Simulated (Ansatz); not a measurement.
Re: response to strain

Base system: Re in the hcp (Mg type) structure (space group P6_3/mmc, No. 194; relaxed with 0.1 eV smearing).

```
CELL_PARAMETERS angstrom
      2.77642     0.00000     0.00000
     -1.38821     2.40445     0.00000
      0.00000     0.00000     4.48093
ATOMIC_POSITIONS crystal
  Re 0.66667 0.33333 0.75000
  Re 0.33333 0.66667 0.25000
```

Strains are applied to the cell and any free atomic positions relax.

The values are results of PBE in Ansatz (plane waves to 420 eV, PAW, no SOC), not measurements.

Notes on the quantities. pressure: mean of the normal stresses, compression positive.

```json
[
 {"isotropic strain (%)": "-3", "pressure (GPa)": "40.7"},
 {"isotropic strain (%)": "-2.5", "pressure (GPa)": "32.7"},
 {"isotropic strain (%)": "-1", "pressure (GPa)": "11.7"},
 {"isotropic strain (%)": "-0.5", "pressure (GPa)": "5.7"},
 {"isotropic strain (%)": "0", "pressure (GPa)": "0.0"},
 {"isotropic strain (%)": "0.5", "pressure (GPa)": "-5.3"},
 {"isotropic strain (%)": "1", "pressure (GPa)": "?"},
 {"isotropic strain (%)": "1.5", "pressure (GPa)": "-14.7"},
 {"isotropic strain (%)": "2", "pressure (GPa)": "-18.9"}
]
```

Problem. Fit P = P₀ − Bδ + Cδ² with δ = (1 + ε)³ − 1 to the rows shown and predict the withheld row.

Solution. Least squares on the printed values gives P₀ = -0.1 GPa, B = 371 GPa (at held cell shape), C = 1080 GPa (largest residual 0.2 GPa); this predicts -10.3 GPa, and the run gives -10.2 GPa, in agreement.

No phonon test of stability was made. The final runs are not spin-polarised.

Ansatz is a program for electronic structure.
